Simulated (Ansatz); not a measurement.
The starting structures come from a database of crystals and need not be the phases stable at ambient conditions.

Input:

```
CELL_PARAMETERS angstrom
      4.00429     0.00000     0.00000
     -2.00214     3.46782     0.00000
      2.00214    -1.15594     3.17140
ATOMIC_POSITIONS crystal
  Be 0.00000 0.00000 0.00000
  Te 0.75000 0.25000 0.75000
```

The cell is strained (lengths along the current scaled by 0.97, ions clamped); by r2SCAN it stands under a pressure of 1.8 GPa.

Transport runs along the normal of the first two printed cell vectors, the (111) (indices of the unstrained crystal) plane of the conventional cell.

The gap is the functional's own, uncorrected, and κ follows it; spin-orbit coupling is left out. Mid-gap means the computed energy nearest the middle.

Q: State the band gap and the smallest decay constant κ at mid-gap according to r2SCAN run with Ansatz (a program for electronic structure).

A: Gap 2.21 eV on a 10×10×10 mesh; κ = 0.174 1/Å, at the zone centre.
